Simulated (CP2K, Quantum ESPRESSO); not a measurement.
A Quantum ESPRESSO input for a self-consistent single point of AgPt (P-6m2, 2 atoms in the cell) (DFT, LDA (PZ), plane waves, PSlibrary ultrasoft (LDA) pseudopotentials):

```fortran
&CONTROL
  calculation = 'scf',
  prefix = 'scf',
  outdir = './out',
  pseudo_dir = './',
  tprnfor = .true.,
  tstress = .true.,
/
&SYSTEM
  ibrav = 4,
  celldm(1) = 5.2592022911,
  celldm(3) = 1.722969404072,
  nat = 2,
  ntyp = 2,
  ecutwfc = 50,
  ecutrho = 500,
  occupations = 'smearing',
  smearing = 'gaussian',
  degauss = 0.0073499,
/
&ELECTRONS
  conv_thr = 1.0e-11,
/
ATOMIC_SPECIES
Ag   107.8682  Ag.pz-n-rrkjus_psl.1.0.0.UPF
Pt   195.0840  Pt.pz-n-rrkjus_psl.1.0.0.UPF
ATOMIC_POSITIONS {alat}
Ag    0.0000000000    0.0000000000    0.8614847020
Pt    0.5000000000    0.2886751346    0.0000000000
K_POINTS {automatic}
11 11 6  0 0 0
```

Give the CP2K input for the same structure, mesh, smearing and functional.

One input that does it (others would too):

```
&GLOBAL
  PROJECT scf
  RUN_TYPE ENERGY_FORCE
  PRINT_LEVEL LOW
&END GLOBAL
&FORCE_EVAL
  METHOD Quickstep
  STRESS_TENSOR ANALYTICAL
  &DFT
    BASIS_SET_FILE_NAME BASIS_MOLOPT
    POTENTIAL_FILE_NAME GTH_POTENTIALS
    &QS
      METHOD GPW
      EPS_DEFAULT 1E-11
    &END QS
    &MGRID
      CUTOFF 500
      REL_CUTOFF 60
      NGRIDS 5
    &END MGRID
    &SCF
      SCF_GUESS ATOMIC
      EPS_SCF 1E-6
      MAX_SCF 100
      ADDED_MOS 6
      &DIAGONALIZATION
        ALGORITHM STANDARD
      &END DIAGONALIZATION
      &MIXING
        METHOD BROYDEN_MIXING
        ALPHA 0.2
        NBUFFER 8
        BETA 1.5
      &END MIXING
      &SMEAR ON
        METHOD GAUSSIAN
        SIGMA [eV] 0.1
      &END SMEAR
    &END SCF
    &KPOINTS
      SCHEME MONKHORST-PACK 11 11 6
      GAMMA_CENTERED T
    &END KPOINTS
    &XC
      &XC_FUNCTIONAL PADE
      &END XC_FUNCTIONAL
    &END XC
    &PRINT
      &MO
        EIGENVALUES T
        OCCUPATION_NUMBERS T
        NDIGITS 8
        FILENAME mo
        &EACH
          QS_SCF 0
        &END EACH
        ADD_LAST NUMERIC
      &END MO
      &MULLIKEN OFF
      &END MULLIKEN
    &END PRINT
  &END DFT
  &SUBSYS
    &CELL
      ABC 2.78305000 2.78305000 4.79511000
      ALPHA_BETA_GAMMA 90.00000000 90.00000000 120.00000000
      PERIODIC XYZ
    &END CELL
    &COORD
      Ag       0.00000000     0.00000000     2.39755500
      Pt       1.39152639     0.80339653     0.00000000
    &END COORD
    &KIND Ag
      BASIS_SET DZVP-MOLOPT-SR-GTH
      POTENTIAL GTH-PADE-q11
    &END KIND
    &KIND Pt
      BASIS_SET DZVP-MOLOPT-SR-GTH
      POTENTIAL GTH-PADE-q18
    &END KIND
  &END SUBSYS
  &PRINT
    &FORCES ON
    &END FORCES
    &STRESS_TENSOR ON
    &END STRESS_TENSOR
  &END PRINT
&END FORCE_EVAL
```

Basis, cutoffs, solver keys and any potentials are the target program's own. This input uses DFT LDA (Pade form), GPW, DZVP-MOLOPT-SR-GTH basis, GTH-PADE potentials (GTH_POTENTIALS). LDA parametrisations can differ slightly between programs. Both were run: pressure -9.45 GPa in Quantum ESPRESSO and -25.72 in CP2K.

On Quantum ESPRESSO: the starting cell comes from a database of computed structures (which also holds hypothetical and non-ambient phases and stackings), without a prior relaxation at this level. Spin polarisation is off. With a pressure of about -9 GPa the cell is away from its equilibrium volume at this level.

On CP2K: the starting cell comes from a database of computed structures (which also holds hypothetical and non-ambient phases and stackings), without a prior relaxation at this level. Spin polarisation is off. Values carry the incompleteness of an atom-centred basis. With a pressure of about -26 GPa the cell is away from its equilibrium volume at this level.
